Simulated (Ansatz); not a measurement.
A self-consistent single point of Ti2CuSb3 (P-4m2, 6 atoms in the cell) with Ansatz (a quantum-chemistry and plane-wave program).

Computed with PBEsol, harder PAW files (source: ansatz) made with PBE (plane waves; Ansatz).

The change in words: lattice scaled by 0.985. Reference geometry:
```xyz
6
Lattice="3.8079 0.0000 0.0000 0.0000 3.8079 0.0000 0.0000 0.0000 8.2739" Properties=species:S:1:pos:R:3 pbc="T T T"
Ti     1.9040     0.0000     2.1728
Ti     0.0000     1.9040     6.1011
Cu     0.0000     0.0000     0.0000
Sb     1.9040     0.0000     5.1716
Sb     0.0000     1.9040     3.1023
Sb     1.9040     1.9040     0.0000
```

Reference input (self-consistent single point, DFT, PBEsol, plane waves, harder PAW files (source: ansatz) made with PBE): basis.ecutwfc = 54.4 Ry; kpoints.mp_grid.grid = 7 7 4; hamiltonian.xc = pbesol; hamiltonian.pseudopotentials = {kind: paw, source: ansatz}; scf.occupations.method = cold; scf.occupations.width = 0.0073 Ry. This run's input differs from it in these lines:

Ansatz 0.2 input:
```diff
@@ -2,12 +2,12 @@
   lattice:
-    - [3.807950, 0.000000, 0.000000]
-    - [0.000000, 3.807950, 0.000000]
-    - [0.000000, 0.000000, 8.273930]
+    - [3.750831, 0.000000, 0.000000]
+    - [0.000000, 3.750831, 0.000000]
+    - [0.000000, 0.000000, 8.149821]
   atoms:
-    - { symbol: Ti, position_ang: [1.903975, 0.000000, 2.172817] }
-    - { symbol: Ti, position_ang: [0.000000, 1.903975, 6.101113] }
+    - { symbol: Ti, position_ang: [1.875415, 0.000000, 2.140224] }
+    - { symbol: Ti, position_ang: [0.000000, 1.875415, 6.009597] }
     - { symbol: Cu, position_ang: [0.000000, 0.000000, 0.000000] }
-    - { symbol: Sb, position_ang: [1.903975, 0.000000, 5.171620] }
-    - { symbol: Sb, position_ang: [0.000000, 1.903975, 3.102310] }
-    - { symbol: Sb, position_ang: [1.903975, 1.903975, 0.000000] }
+    - { symbol: Sb, position_ang: [1.875415, 0.000000, 5.094046] }
+    - { symbol: Sb, position_ang: [0.000000, 1.875415, 3.055775] }
+    - { symbol: Sb, position_ang: [1.875415, 1.875415, 0.000000] }
 basis:
```

Output, abridged:

```
SCF iter   1: F=—  HF=-39087.411452 eV  |F-HF|=—  |Δ(HF+E_count)|=         —  Δρ=1.21e-1  dr2=1.55e1  ethr=3.10e-3  ⟨swp⟩=6.0  Hψ=6806  notcnv=0
all-band conjugate gradients solve this SCF's bands
preconditioner: auto → Kerker (q_TF=auto, 2.693 Å⁻¹)
SCF iter   2: F=—  HF=-39085.610434 eV  |F-HF|=—  |Δ(HF+E_count)|=    1.80e0  S|Δr|=    0.00e0  Δρ=4.81e-2  dr2=2.89e0  ethr=3.10e-3  ⟨swp⟩=3.0  Hψ=2938  notcnv=0  defer=109
   [... lines left out ...]
SCF iter   8: F=—  HF=-39085.021092 eV  |F-HF|=—  |Δ(HF+E_count)|=   2.89e-5  S|Δr|=    0.00e0  Δρ=6.81e-5  dr2=1.24e-5  ethr=1.92e-7  ⟨swp⟩=2.0  Hψ=2147  notcnv=0  defer=105
SCF iter   9: F=—  HF=-39085.021035 eV  |F-HF|=—  |Δ(HF+E_count)|=   5.73e-5  S|Δr|=    0.00e0  Δρ=2.94e-5  dr2=2.19e-6  ethr=1.17e-8  ⟨swp⟩=2.3  Hψ=2628  notcnv=0  defer=105
SCF iter  10: F=-39085.021035 eV  HF=-39085.021035 eV  |F-HF|=6.42e-8  |Δ(HF+E_count)|=   2.71e-7  S|Δr|=    0.00e0  Δρ=4.81e-6  dr2=7.61e-8  ethr=9.43e-11  ⟨swp⟩=10.6  Hψ=9132  notcnv=0
SCF 1 converged in 10 iterations: F = -39085.021035 eV  dr2 = 7.61e-8
Stability not checked (fill_not_monotonic)
Free energy (F): -39085.021035 eV
Internal energy: -39085.027614 eV  (E = F + TS)
E sigma→0 (E₀):  -39085.023228 eV
Entropy (-TS):   0.006579 eV (1.097 meV/atom)
Fermi energy:    15.231818 eV
--- Forces (eV/Å), atoms counted from 1 ---
  atom   1  Ti     0.00000000     0.00000000    -0.07781543
  atom   2  Ti    -0.00000000     0.00000000     0.07781543
  atom   3  Cu    -0.00000000     0.00000000     0.00000000
  atom   4  Sb     0.00000000     0.00000000    -0.02834374
  atom   5  Sb     0.00000000     0.00000000     0.02834374
  atom   6  Sb     0.00000000     0.00000000     0.00000000
--- Stress (GPa, compression-positive) ---
        0.281272       0.000000       0.000000
        0.000000       0.281272       0.000000
        0.000000       0.000000      -0.020002
  P = ⅓ Tr σ = 0.1808 GPa (1.808 kbar)
  The stress holds the Pulay correction. Without it, at fixed plane waves, as pw.x and ABINIT print it: P = 0.1779 GPa
```

The run converged in 10 iterations. Against the reference run the free energy drops by 11.7 meV/atom, the pressure goes from -4.22 to 0.18 GPa and the largest force moves little (0.082 to 0.078 eV/Å).

The starting cell comes from a database of computed structures (which also holds hypothetical and non-ambient phases and stackings), without a prior relaxation at this level. For this run, on top of that: lattice scaled by 0.985. Spin polarisation is off. Ansatz's pressure includes its estimate of the finite-basis (Pulay) stress.

Cost on one core of a shared machine: roughly 30 s.
